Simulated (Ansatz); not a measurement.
## Sc₂C (model structure, started from the Cu2Sb type, P4/nmm, No. 129, 6 atoms in the cell)

Method: PBE in Ansatz (PAW).

Settings: plane-wave cutoff 520 eV, scalar-relativistic PAW data made under PBE.

Cell (relaxed at this level):

Space group P4/nmm, origin choice 1 (No. 129); a = b = 3.6902 Å, c = 6.5056 Å, α = β = γ = 90.00°

```json
[
 {"atom": "Sc", "site": "2a", "symmetry": "-4m2", "x": "0.0000", "y": "0.0000", "z": "0.0000"},
 {"atom": "Sc", "site": "2c", "symmetry": "4mm", "x": "0.5000", "y": "0.0000", "z": "0.3771"},
 {"atom": "C", "site": "2c", "symmetry": "4mm", "x": "0.0000", "y": "0.5000", "z": "0.2685"}
]
```

bulk modulus B0: 105 GPa

Note: the bulk modulus is −V dP/dV from two relaxed cells at ±2 % in volume; the relaxation could raise the start's symmetry but not lower it, so the cell can be a saddle point.

Static lattice: no zero-point or thermal effects.

A model structure was made by putting elements into a prototype or built by hand; it is no filed structure, need not be a known phase, and can be a saddle point held by its symmetry.

Ansatz is a program for electronic structure.
